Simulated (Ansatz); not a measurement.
System: ScOF (P4/nmm, No. 129, 6 atoms in the cell; start mp-989178). Method: HSE06 (PAW; Ansatz, a first-principles code).

Numerical settings: plane-wave cutoff 460 eV, 6×6×4 k mesh (along the axes of the cell as run), Fermi–Dirac smearing 0.01 eV, scalar-relativistic PAW data made under PBE.

Cell (relaxed with PBEsol):

```cif
data_F2O2Sc2
_chemical_formula_sum 'Sc2 O2 F2'
_space_group_name_H-M_alt 'P 1'
_space_group_IT_number 1
_cell_length_a 3.57745
_cell_length_b 3.57745
_cell_length_c 5.09436
_cell_angle_alpha 90.000
_cell_angle_beta 90.000
_cell_angle_gamma 90.000
loop_
_space_group_symop_operation_xyz
  'x, y, z'
loop_
_atom_site_label
_atom_site_type_symbol
_atom_site_fract_x
_atom_site_fract_y
_atom_site_fract_z
_atom_site_occupancy
Sc1 Sc 0.50000 0.00000 0.70723 1
Sc2 Sc 0.00000 0.50000 0.29277 1
O1 O 0.00000 0.00000 0.50000 1
O2 O 0.50000 0.50000 0.50000 1
F1 F 0.50000 0.50000 0.00000 1
F2 F 0.00000 0.00000 0.00000 1
```

What does this level give for the band gap, smallest direct gap on the k points sampled and Γ–Γ gap?


* **band gap**: 6.34 eV (indirect)
* **smallest direct gap on the k points sampled**: 6.41 eV
* **Γ–Γ gap**: 6.57 eV

Note: cell and atoms aren't relaxed at this level (largest force component 0.14 eV/Å, pressure 2.1 GPa).

A start named mp-… is a Materials Project structure, which need not be a measured phase.
